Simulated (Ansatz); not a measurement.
The reference is InSb in the zinc blende structure (space group F-43m, No. 216; a = 6.556 Å). Axes: x, y, z lie along the cube axes.

Calculations: r2SCAN (Ansatz, a program for electronic structure; PAW; 500 eV plane waves; spin-orbit coupling left out).

Now apply this change: an isotropic linear strain of +1.00 %, atoms relaxed at fixed cell.

**Question.** Predict the stress tensor and what it implies for the stiffness.

**Answer.** Stress of the strained cell less that of the base (GPa, compression positive):
```
   -1.2     0.0     0.0
    0.0    -1.2     0.0
    0.0     0.0    -1.2
```

Then B = −ΔP/(ΔV/V₀) with ΔV/V₀ = 0.0303 gives secant stiffness values (nonlinear terms included at this strain): B ≈ 40 GPa.

As a check, the harmonic strain energy −½ V₀ Δσ:ε is 4.0 meV/atom; the computed energy rise is 4.1 meV/atom.

Stability against distortions was not tested. The final runs are not spin-polarised.
